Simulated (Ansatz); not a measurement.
Functionals compared on a constructed model of the (111) surface of fcc Au, a pseudomorphic layer of Pt in the host's stacking (bottom of the slab: a bare face, its two planes held), in Ansatz (plane waves, PAW). The structure was relaxed with PBE; the other rows are single points on it. Cutoff 420 eV (500 eV for r2SCAN).

Model: 7-atom slab, 14.3 Å thick at the start, 15x15x1 mesh, Fermi-Dirac 0.1 eV, dipole correction, 2 atoms held, the rest relaxed; symmetry of the start imposed; no spin, no spin-orbit, no U. In PBE it is, or lies within 0.01 eV a 1x1 cell of, the lowest of the 2 structures of its composition computed so far; larger cells were not tried. These notes are the PBE run's.

| functional | work function of the top face (eV) | rough cost of the single point |
|---|---|---|
| PBE | 5.76 | – |
| RPBE | 5.59 | very roughly 40 core-seconds |
| r2SCAN | [?] | about 80 core-seconds (a rough figure) |

**Question.** Fill in the missing entries.

**Answer.** 
- r2SCAN, work function of the top face (eV): 5.81

Ansatz is a program for electronic structure.
